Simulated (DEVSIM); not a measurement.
Device: Mo/SiO2/n-Ge capacitor, at 300 K.

```csv
layer (left to right),material,thickness (nm),Nd (cm⁻³)
1,SiO2,8.50,-
2,Ge,3800,2.5e16
```

Metal gate on the left, work function 4.6 eV. Fixed charge at the semiconductor interface 2.5e12 cm⁻² (in units of +e); interface traps 1.1e10 cm⁻² eV⁻¹, uniform in energy, neutral level at 0.5 of the gap above the valence band.

The device is made up for the run: typed textbook-type constants, with dimensions and the other settings drawn at random. Values at 300 K.

| parameter | SiO2 | Ge |
|---|---|---|
| gap (eV) | 9 | 0.664 |
| affinity (eV) | 0.9 | 4 |
| permittivity | 3.9 | 16 |
| Nc (cm⁻³) | - | 1.04e19 |
| Nv (cm⁻³) | - | 6e18 |

Simulated with DEVSIM: 1D Poisson equation in equilibrium, Boltzmann statistics, complete ionisation; no quantum confinement or tunnelling. Metal contacts follow the ideal Schottky-Mott rule: no Fermi-level pinning, no interface dipoles.

**Question.** Tabulate band edges, carrier densities and field at -0.05 V on the gate.

**Answer.** Energies count from the Fermi level of the right contact; mesh points crowd at the junctions.

| x (μm) | Ec (eV) | Ev (eV) | n (cm⁻³) | p (cm⁻³) | field (V/cm) |
|---|---|---|---|---|---|
| 0.000 | 3.750 | -5.250 | < 1e2 | < 1e2 | -720000 |
| 0.001290 | 3.658 | -5.343 | < 1e2 | < 1e2 | -720000 |
| 0.003483 | 3.500 | -5.500 | < 1e2 | < 1e2 | -720000 |
| 0.006338 | 3.296 | -5.705 | < 1e2 | < 1e2 | -720000 |
| 0.008346 | 3.152 | -5.848 | < 1e2 | < 1e2 | -720000 |
| 0.009625 | 0.052 | -0.612 | 1.4e18 | 3.2e8 | 86000 |
| 0.01249 | 0.072 | -0.592 | 6.4e17 | 6.8e8 | 56000 |
| 0.02207 | 0.106 | -0.558 | 1.7e17 | 2.6e9 | 24000 |
| 0.04056 | 0.133 | -0.531 | 6.0e16 | 7.3e9 | 8800 |
| 0.08225 | 0.151 | -0.513 | 3.0e16 | 1.4e10 | 1700 |
| 0.1706 | 0.156 | -0.508 | 2.5e16 | 1.7e10 | 88 |
| 0.4902 | 0.156 | -0.508 | 2.5e16 | 1.7e10 | ≈ 0 |
| 1.060 | 0.156 | -0.508 | 2.5e16 | 1.7e10 | ≈ 0 |
| 2.258 | 0.156 | -0.508 | 2.5e16 | 1.7e10 | ≈ 0 |
| 3.285 | 0.156 | -0.508 | 2.5e16 | 1.7e10 | ≈ 0 |
| 3.569 | 0.156 | -0.508 | 2.5e16 | 1.7e10 | ≈ 0 |
| 3.703 | 0.156 | -0.508 | 2.5e16 | 1.7e10 | ≈ 0 |
| 3.762 | 0.156 | -0.508 | 2.5e16 | 1.7e10 | ≈ 0 |
| 3.793 | 0.156 | -0.508 | 2.5e16 | 1.7e10 | ≈ 0 |
| 3.802 | 0.156 | -0.508 | 2.5e16 | 1.7e10 | ≈ 0 |
| 3.806 | 0.156 | -0.508 | 2.5e16 | 1.7e10 | ≈ 0 |
| 3.808 | 0.156 | -0.508 | 2.5e16 | 1.7e10 | ≈ 0 |
